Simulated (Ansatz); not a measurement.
Consider this model of amorphous In₉Ga₉Zn₉O₃₈Ti.

```xyz
66
Lattice="9.0993 -0.1982 0.1471 -0.1982 9.7412 -0.0155 0.1471 -0.0155 9.5580" Properties=species:S:1:pos:R:3 pbc="T T T"
In     1.4253     7.1457     7.7579
In     0.8722     8.8724     0.8738
In     1.5156     8.4665     4.2461
In     6.9402     7.0951     9.4419
In     4.8934     6.4372     5.8567
In     8.2909     1.5488     5.6604
In     7.7252     8.1941     6.5303
In     6.4803     3.6248     4.0763
In     3.5152     4.4293     3.2145
Ga     1.2023     3.4664     7.3553
Ga     2.7462     1.4160     5.1870
Ga     7.7106     6.5915     2.7057
Ga     0.1575     5.0772     0.2345
Ga     8.6956     2.0534     0.3873
Ga     2.9023     1.3846     8.5933
Ga     6.9589     4.3657     7.6163
Ga     4.1368     8.7045     7.8358
Ga     6.4342     0.5602     8.6070
Zn     0.3361     5.3603     4.7842
Zn     0.7057     2.3469     2.8953
Zn     3.9837     1.4600     2.3451
Zn     2.1752     6.6465     2.0331
Zn     4.8355     2.7151     6.6368
Zn     4.5963     7.9957     2.1291
Zn     7.3892     0.1221     2.7413
Zn     5.2669     3.0757     0.5313
Zn     3.7149     5.3177     9.0369
O      0.3916     3.5879     1.3167
O      5.5021     8.6247     9.2158
O      3.4673     2.1203     0.5851
O      0.9768     0.7336     4.8164
O      3.0747     9.2765     5.4377
O      5.2343     4.0725     8.4157
O      4.6234     7.5808     4.1014
O      0.4776     7.2731     5.8139
O      8.6719     7.9110     8.5490
O      6.6204     7.8900     1.9244
O      1.8514     4.9426     8.3038
O      1.9469     5.7177     3.7258
O      4.6875     4.5505     5.0417
O      6.7128     6.2049     7.2970
O      5.3191     0.1569     2.8214
O      9.0608     0.5969     1.6307
O      0.0978     7.8831     2.7709
O      2.8476     2.4429     6.8265
O      8.4963     3.8935     8.5178
O      5.4718     8.4356     6.4551
O      7.8154     0.4452     7.3863
O      2.3772     9.1875     8.6097
O      7.8938     2.1125     3.6473
O      1.0395     1.9352     8.4877
O      3.8721     5.8341     1.3769
O      6.8322     1.7931     0.3153
O      2.5796     2.4457     3.4861
O      4.7599     1.5038     4.9942
O      6.7625     3.1225     6.2300
O      2.5895     8.6614     2.2220
O      0.4582     3.6116     5.6824
O      7.0437     9.3447     4.7352
O      5.1661     3.3353     2.4627
O      7.6047     5.5611     1.0764
O      7.6104     5.4401     4.1418
O      3.5632     6.8670     7.5592
O      4.7401     0.9266     7.8660
O      1.1133     6.7588     0.3877
Ti     5.0425     9.4094     4.6960
```

These are PBE, scalar-relativistic without spin-orbit coupling (plane waves to 420 eV, PAW; Ansatz, a quantum-chemistry and plane-wave program) values and carry that method's errors.

Preparation: random packing, a CHGNet melt and quench, and a DFT relaxation. O atoms were pushed apart under 1.9 Å during the dynamics, to hinder bonds among them. The hot cell started wider than the set density and was brought back towards it in steps. It is the lowest in DFT energy of 2 quenches. It is a model cell: composition and starting density were chosen by hand, and all elements were melted together. No dispersion term was used. Its density started from a set value of 5.79 and ended at 5.70 g/cm³. The simulated quench (nominally 210 K/ps over its main leg) is rapid and tends to freeze in more defects than a deposited or slowly cooled glass has. A cell of this size samples the disorder only roughly. Volume and shape were free in the relaxation.

Cut-offs for bonds: In-In 3.12 Å, In-Ga 2.90 Å, In-Zn 2.90 Å, In-O 2.68 Å, In-Ti 3.12 Å, Ga-Ga 2.68 Å, Ga-Zn 2.68 Å, Ga-O 2.48 Å, Ga-Ti 2.90 Å, Zn-Zn 2.68 Å, Zn-O 2.60 Å, Zn-Ti 2.90 Å, O-O 1.58 Å, O-Ti 2.49 Å, Ti-Ti 3.12 Å. Two cations that share two anions don't count as bonded, nor two that share one unless they lie closer than In-In 3.04 Å, In-Ga 2.82 Å, In-Zn 2.82 Å, In-Ti 3.04 Å, Ga-Ga 2.61 Å, Ga-Zn 2.61 Å, Ga-Ti 2.82 Å, Zn-Zn 2.61 Å, Zn-Ti 2.82 Å, Ti-Ti 3.04 Å.

### Question
Give the coordination numbers, mean bond lengths and angles.

### Answer

```
Quantity                                                          Value
---------------------------------  ------------------------------------
Mean coordination of In by anions             5.44 (5 with 5, 4 with 6)
Mean coordination of Ga by anions             4.67 (3 with 4, 6 with 5)
Mean coordination of Zn by anions   4.67 (4 with 4, 4 with 5, 1 with 6)
Mean coordination of O                      3.66 (13 with 3, 25 with 4)
Mean coordination of Ti by anions                       6.00 (1 with 6)
Mean In-O bond                     2.213 Å (spread 0.102 Å, 49 counted)
Mean Ga-O bond                     1.943 Å (spread 0.101 Å, 42 counted)
Mean Zn-O bond                     2.095 Å (spread 0.151 Å, 42 counted)
Mean O-Ti bond                      2.001 Å (spread 0.064 Å, 6 counted)
Bond angle at In                              mean 104.4°, spread 28.3°
Bond angle at Ga                              mean 107.0°, spread 23.0°
Bond angle at Zn                              mean 107.0°, spread 27.9°
Bond angle at O                               mean 109.6°, spread 18.3°
Bond angle at Ti                              mean 104.1°, spread 28.6°
```

### Question
List the pairs of like atoms that count as bonded by the rules above.

### Answer
There are none by these rules.
